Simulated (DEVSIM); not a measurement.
Device: Ru/SiO2/n-Ge capacitor, at 300 K.

| layer (left to right) | material | thickness (nm) | Nd (cm⁻³) |
|---|---|---|---|
| 1 | SiO2 | 2.50 | - |
| 2 | Ge | 3000 | 3.9e16 |

Metal gate on the left, work function 4.7 eV. Fixed charge at the semiconductor interface 3.7e10 cm⁻² (in units of +e); interface traps 3.1e10 cm⁻² eV⁻¹, uniform in energy, neutral level at 0.5 of the gap above the valence band.

This is a model device: material constants are rounded textbook-type values typed into the input, and sizes, dopings and lifetimes were drawn at random. Values at 300 K.

| parameter | SiO2 | Ge |
|---|---|---|
| gap (eV) | 9 | 0.664 |
| affinity (eV) | 0.9 | 4 |
| permittivity | 3.9 | 16 |
| Nc (cm⁻³) | - | 1.04e19 |
| Nv (cm⁻³) | - | 6e18 |

Model (solved in DEVSIM): 1D Poisson equation in equilibrium, Boltzmann statistics, complete ionisation; no quantum confinement or tunnelling. Metal contacts follow the ideal Schottky-Mott rule: no Fermi-level pinning, no interface dipoles.

Problem. Tabulate band edges, carrier densities and field at 0.25 V on the gate.

Solution. Energies count from the Fermi level of the right contact; mesh points crowd at the junctions.

```tsv
x (μm)	Ec (eV)	Ev (eV)	n (cm⁻³)	p (cm⁻³)	field (V/cm)
0.000	3.550	-5.450	< 1e2	< 1e2	-200000
0.0008517	3.533	-5.467	< 1e2	< 1e2	-200000
0.001705	3.515	-5.485	< 1e2	< 1e2	-200000
0.002540	0.399	-0.265	2.0e12	2.1e14	-45000
0.004547	0.390	-0.274	2.9e12	1.5e14	-44000
0.007872	0.376	-0.288	5.0e12	8.7e13	-43000
0.01465	0.348	-0.316	1.5e13	3.0e13	-40000
0.03569	0.275	-0.389	2.5e14	1.7e12	-30000
0.07131	0.194	-0.470	5.8e15	7.5e10	-15000
0.1439	0.148	-0.516	3.4e16	1.3e10	-1300
0.2916	0.144	-0.520	3.9e16	1.1e10	≈ 0
0.7766	0.144	-0.520	3.9e16	1.1e10	≈ 0
1.552	0.144	-0.520	3.9e16	1.1e10	≈ 0
2.291	0.144	-0.520	3.9e16	1.1e10	≈ 0
2.728	0.144	-0.520	3.9e16	1.1e10	≈ 0
2.868	0.144	-0.520	3.9e16	1.1e10	≈ 0
2.937	0.144	-0.520	3.9e16	1.1e10	≈ 0
2.971	0.144	-0.520	3.9e16	1.1e10	≈ 0
2.991	0.144	-0.520	3.9e16	1.1e10	≈ 0
2.998	0.144	-0.520	3.9e16	1.1e10	≈ 0
3.001	0.144	-0.520	3.9e16	1.1e10	≈ 0
3.002	0.144	-0.520	3.9e16	1.1e10	≈ 0
```
